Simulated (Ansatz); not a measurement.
The reference is CdSe in the wurtzite structure (space group P6_3mc, No. 186; a = 4.302 Å, c = 7.021 Å).

All numbers come from PBEsol/PAW in Ansatz (an electronic-structure program), spin-orbit coupling left out.

For the base:

```
Item                                  Value
---------------------  --------------------
Valence-band top at Γ  0.00, 0.00, -0.05 eV
Band gap                            0.54 eV
```

Perturbation: an isotropic linear strain of −2.84 %, atoms relaxed at fixed cell.

Task: Predict the new valence-band top at Γ.

Result: The valence-band top at Γ (three highest levels, from the VBM) goes from 0.00, 0.00, -0.05 eV to 0.00, 0.00, -0.07 eV.

Task: How does this affect the band gap?

Result: The band gap goes up by 0.18 eV, from 0.54 eV to 0.72 eV.

Whether these cells are dynamically stable was not tested.
